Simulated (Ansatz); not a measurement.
**A computed series for FeGe: response to strain**

Base system: FeGe (space group P6/mmm, No. 191; a = 4.991 Å, c = 4.116 Å; ferromagnetic; a cell from a computed database, its experimental status unchecked). Axes: x lies along a and z along c of the hexagonal cell.

Strains are applied to the cell and any free atomic positions relax; under biaxial strain the out-of-plane vector relaxes too; under stress the whole cell relaxes.

Calculations: r2SCAN, PAW, 500 eV (Ansatz, an electronic-structure program; no spin-orbit coupling), earlier PAW set.

Candidates:
(a) biaxial strain −2.12 %, plane normal [001], relaxed out of plane
(b) biaxial strain −0.33 %, plane normal [001], relaxed out of plane
(c) biaxial strain −1.50 %, plane normal [001], relaxed out of plane
(d) uniaxial stress, 2 GPa tension along x

Notes on the quantities. energy relative to the base: free energy F.

Order them by energy relative to the base, highest first.

(a) biaxial strain −2.12 %, plane normal [001], relaxed out of plane (+14 meV/atom), (c) biaxial strain −1.50 %, plane normal [001], relaxed out of plane (+6.7 meV/atom), (d) uniaxial stress, 2 GPa tension along x (+0.9 meV/atom), (b) biaxial strain −0.33 %, plane normal [001], relaxed out of plane (+0.3 meV/atom)

Other magnetic orders, which the real material may have, were not ruled out. Without a gap, meshes like the base's 11×11×11 leave anisotropic stresses uncertain by several tenths of a GPa, and small strain energies with them. Stability under load was not tested beyond the relaxation.
